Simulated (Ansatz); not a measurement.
Take GaCuSe₂ in the chalcopyrite structure (space group I-42d, No. 122; a = 5.608 Å, c = 11.096 Å) as the base.

Computed with r2SCAN (Ansatz, a quantum-chemistry and plane-wave program, PAW, scalar-relativistic without spin-orbit coupling), earlier PAW set.

Carriers are added at fixed cell with a uniform background; the Fermi–Dirac width is that of 300 K.

One change was made to it. Results:

The gap between the host's bands drops by 0.212 eV to 0.35 eV; the Fermi level relative to the doped band's edge (positive inside the band; to 0.05 eV) is +1.40 eV; the gap character remains direct at Γ.

Question: What was done to the base?
A. electrons 2.0×10^21 cm⁻³
B. electrons 7.0×10^21 cm⁻³
C. holes 5.0×10^21 cm⁻³
D. holes 2.0×10^21 cm⁻³
E. holes 7.0×10^21 cm⁻³

Answer: B, electrons 7.0×10^21 cm⁻³. For comparison, the Fermi level from band edge in the other runs: holes 2.0×10^21 cm⁻³ gives +0.30 eV; holes 5.0×10^21 cm⁻³ gives +0.45 eV; electrons 2.0×10^21 cm⁻³ gives +1.10 eV; holes 7.0×10^21 cm⁻³ gives +0.55 eV.

Charged cell with a jellium background: band edges are those of the host's band count, energies are not comparable with the neutral cell, and many-body gap narrowing is missing. Whether these cells are dynamically stable was not tested. The final runs are not spin-polarised.
